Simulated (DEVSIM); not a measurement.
System: Ni/SiO2/p-Si capacitor, at 500 K.

Layer 1 from the left is SiO2, thickness (nm) 18.0. Layer 2 from the left is Si, thickness (nm) 7600, Na (cm⁻³) 5.7e15.

Metal gate on the left, work function 5.1 eV. Fixed charge at the semiconductor interface 0 cm⁻² (in units of +e); no interface traps.

This is a model device: material constants are rounded textbook-type values typed into the input, and sizes, dopings and lifetimes were drawn at random. Values at 300 K; Nc and Nv go as T^1.5, mobilities as T to minus their exponent, the gap by Varshni's rule with the affinity fixed.

SiO2: gap (eV) 9, affinity (eV) 0.9, permittivity 3.9. Si: gap (eV) 1.124, affinity (eV) 4.05, permittivity 11.7, Nc (cm⁻³) 2.86e19, Nv (cm⁻³) 3.1e19, Varshni α (eV/K) 0.000473, Varshni β (K) 636.

Simulated with DEVSIM: 1D Poisson equation in equilibrium, Boltzmann statistics, complete ionisation; no quantum confinement or tunnelling. Metal contacts follow the ideal Schottky-Mott rule: no Fermi-level pinning, no interface dipoles.

Problem. What does the simulation give for the threshold voltage (band bending 2φF), the minimum of the low-frequency capacitance?

Solution. threshold voltage (band bending 2φF) 0.77 V; minimum of the low-frequency capacitance 0.0497 μF/cm².
